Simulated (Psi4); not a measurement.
Psi4 1.11, unrestricted TPSS/def2-svp: Be(F)2 anion ([F][Be][F]), charge -1, multiplicity 2, 3 atoms. The geometry is a generated start, not checked to be a minimum at this level.

- task: energy
- method: tpss
- basis: def2-svp
- memory: 3 GB
- maxiter: 100
- keys of the molecule block: symmetry c1
- scf_type: df (default)
- e_convergence: 1e-06 (default)
- d_convergence: 1e-06 (default)
- dft_radial_points: 75 (default)
- dft_spherical_points: 302 (default)
- basis functions: 37
- grid points: 65920

```xyz
3

Be     0.0039    -0.0067     0.0103
F      1.2499    -0.0714    -0.5537
F     -1.2539     0.0780     0.5434
```

Charge -1 and multiplicity 2 are set for this test and not shown to be the ground state.

With the defaults (damping_percentage = 0, diis = true, scf_initial_accelerator = adiis, guess = auto, which took SAD, diis_max_vecs = 10) it converges in 9 SCF iterations. One run each on 2 threads, with these changes:
- diis_max_vecs = 20
- guess = sapgau
- guess = gwh
- damping_percentage = 60, diis = false, scf_initial_accelerator = none
- scf_initial_accelerator = ediis
- diis_max_vecs = 3
- guess = sadno
- diis_max_vecs = 6
- damping_percentage = 60

Task: Which of these changes keep the SCF from converging, or lead it to another solution?

Result: No convergence: damping_percentage = 60; damping_percentage = 60, diis = false, scf_initial_accelerator = none (the run ends without SCF convergence in 100 iterations). The rest reach the solution of the defaults.

| setting | SCF iterations | end |
|---|---|---|
| the defaults | 9 | same solution |
| guess = gwh | 9 | same solution |
| diis_max_vecs = 20 | 9 | same solution |
| guess = sapgau | 9 | same solution |
| scf_initial_accelerator = ediis | 9 | same solution |
| guess = sadno | 9 | same solution |
| diis_max_vecs = 6 | 10 | same solution |
| diis_max_vecs = 3 | 12 | same solution |
| damping_percentage = 60 | 100 | no convergence |
| damping_percentage = 60, diis = false, scf_initial_accelerator = none | 100 | no convergence |
